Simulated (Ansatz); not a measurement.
Ansatz (an electronic-structure program) run on YMg6Ga (Amm2, 8 atoms in the cell): self-consistent single point.

Method: PBEsol, PAW files made with PBE (plane waves; Ansatz).

```xyz
8
Lattice="5.0519 0.0000 0.0000 0.0000 3.3394 5.7564 0.0000 -3.3394 5.7564" Properties=species:S:1:pos:R:3 pbc="T T T"
Y      2.5260     0.0000     3.7411
Mg     2.5260     1.7130     6.6941
Mg     2.5260    -1.7130     6.6941
Mg     2.5260     0.0000     9.6223
Mg     0.0000     1.7212     4.8288
Mg     0.0000    -1.7212     4.8288
Mg     0.0000     0.0000     7.6843
Ga     0.0000     0.0000     1.9578
```

Reference input (self-consistent single point, DFT, LDA (PW92), plane waves, PAW files made with PBE): kpoints.mp_grid.grid = 4 3 3; hamiltonian.xc = lda; hamiltonian.pseudopotentials = {kind: paw} (the program's default PAW files); scf.occupations.method = fermi_dirac; scf.occupations.width = 0.1 eV. This run's input differs from it in these lines:

Ansatz 0.2 input:
```diff
@@ -18,3 +18,3 @@
 hamiltonian:
-  xc: lda
+  xc: pbesol
   pseudopotentials:
```

Log, with long lists cut:

```
SCF iter   1: F=—  HF=-19012.207725 eV  |F-HF|=—  |Δ(HF+E_count)|=         —  Δρ=3.02e-2  dr2=6.16e0  ethr=3.10e-3  ⟨swp⟩=7.8  Hψ=2609  notcnv=0
all-band conjugate gradients solve this SCF's bands
preconditioner: auto → Kerker (q_TF=auto, 2.373 Å⁻¹)
SCF iter   2: F=—  HF=-19011.316168 eV  |F-HF|=—  |Δ(HF+E_count)|=   8.92e-1  Δρ=1.38e-2  dr2=1.08e0  ethr=3.10e-3  ⟨swp⟩=3.0  Hψ=1035  notcnv=0
   [... lines left out ...]
SCF iter   7: F=—  HF=-19011.071643 eV  |F-HF|=—  |Δ(HF+E_count)|=   7.41e-6  Δρ=7.54e-5  dr2=1.01e-5  ethr=7.64e-8  ⟨swp⟩=2.0  Hψ=1143  notcnv=0
SCF iter   8: F=—  HF=-19011.071561 eV  |F-HF|=—  |Δ(HF+E_count)|=   8.18e-5  Δρ=2.06e-5  dr2=1.46e-6  ethr=1.20e-8  ⟨swp⟩=2.0  Hψ=1118  notcnv=0
SCF iter   9: F=—  HF=-19011.071561 eV  |F-HF|=—  |Δ(HF+E_count)|=   2.42e-9  Δρ=7.01e-6  dr2=2.42e-7  ethr=1.74e-9  ⟨swp⟩=2.2  Hψ=1075  notcnv=0
SCF iter  10: F=-19011.071561 eV  HF=-19011.071561 eV  |F-HF|=1.64e-9  |Δ(HF+E_count)|=   6.27e-8  Δρ=1.30e-6  dr2=3.51e-9  ethr=1.19e-10  ⟨swp⟩=5.8  Hψ=2239  notcnv=0
SCF 1 converged in 10 iterations: F = -19011.071561 eV  dr2 = 3.51e-9
Free energy (F): -19011.071561 eV
Internal energy: -19010.925772 eV  (E = F + TS)
E sigma→0 (E₀):  -19010.998667 eV
Entropy (-TS):   -0.145789 eV (-18.224 meV/atom)
Fermi energy:    6.265104 eV
--- Forces (eV/Å), atoms counted from 1 ---
  atom   1  Y      0.00000000    -0.00000000    -0.15183682
  atom   2  Mg    -0.00000000     0.01421897    -0.02789168
  atom   3  Mg     0.00000000    -0.01421897    -0.02789168
  atom   4  Mg    -0.00000000     0.00000000    -0.05877044
  atom   5  Mg     0.00000000     0.02626554     0.06637842
  atom   6  Mg     0.00000000    -0.02626554     0.06637842
  atom   7  Mg    -0.00000000     0.00000000     0.03304833
  atom   8  Ga    -0.00000000    -0.00000000     0.10058740
--- Stress (GPa, compression-positive) ---
       -3.042598       0.000000       0.000000
        0.000000      -2.089020      -0.000000
        0.000000      -0.000000      -2.495651
  P = ⅓ Tr σ = -2.5424 GPa (-25.424 kbar)
  The stress holds the Pulay correction. Without it, at fixed plane waves, as pw.x and ABINIT print it: P = -2.5502 GPa
```

The run converged in 10 iterations. Against the reference run the pressure goes from -3.96 to -2.54 GPa and the largest force goes from 0.183 to 0.152 eV/Å.

The starting cell comes from a database of computed structures (which also holds hypothetical and non-ambient phases and stackings), without a prior relaxation at this level. Its lattice was rescaled by a random factor within 2.5 % of one. Ansatz's pressure includes its estimate of the finite-basis (Pulay) stress.
